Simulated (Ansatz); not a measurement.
**What strain tensor (xx, yy, zz, yz, xz, xy) = (+0.27, −0.12, +0.95, −0.88, +0.68, −0.82) % does to La2O3**

The reference is La$_{2}$O$_{3}$ (space group P-3m1, No. 164; a = 3.906 Å, c = 6.039 Å). Axes: x lies along a and z along c of the hexagonal cell.

Now apply this change: the symmetric strain tensor [0.0027 -0.0081 0.0067; -0.0081 -0.0012 -0.0088; 0.0067 -0.0088 0.0095], atoms relaxed at fixed cell.

Level of theory: Kohn–Sham DFT with the PBEsol functional, run in Ansatz (a first-principles code) with PAW and 420 eV plane waves, spin-orbit coupling left out, earlier PAW set. k-mesh 10×10×6 (Γ-centred); smearing 0.05 eV (Fermi–Dirac).

| quantity | base | changed | shift |
|---|---|---|---|
| volume per atom | 15.96 Å³ | 16.14 Å³ | +0.173 Å³ |
| shortest interatomic distance | 2.349 Å | 2.351 Å | +0.002 Å |
| energy relative to the base (free energy F) | 0 meV/atom | +1.9 meV/atom | +1.9 meV/atom |
| pressure (mean of the normal stresses, compression positive) | 0.01 GPa | -1.03 GPa | -1.04 GPa |
| band gap | 3.77 eV | 3.72 eV | -0.059 eV |
| gap character | – | indirect, k = (0.300, 0.200, -1/2) in the run's primitive reciprocal basis → Z | – |
| smallest direct gap | 3.86 eV | 3.93 eV | +0.07 eV |
| largest internal atomic displacement | – | 0.029 Å | – |
| stress (xx, yy, zz, yz, xz, xy; compression positive) | – | (-0.55, -1.30, -1.24, 0.93, -0.33, 0.25) GPa | – |

Final structure:

```yaml
crystal:
  lattice:
    - [3.91700, -0.03184, 0.02637]
    - [-1.98607, 3.39495, -0.04296]
    - [0.04077, -0.05315, 6.09679]
  atoms:
    - { symbol: La, position: [0.33670, 0.66184, 0.24645] }
    - { symbol: La, position: [0.66330, 0.33816, 0.75355] }
    - { symbol: O, position: [0.00000, 0.00000, 0.00000] }
    - { symbol: O, position: [0.33434, 0.66697, 0.64527] }
    - { symbol: O, position: [0.66566, 0.33303, 0.35473] }
```

Semilocal Kohn–Sham gaps tend to fall short of experiment. Stability against distortions was not tested. k-point labels follow each cell's own Brillouin zone.
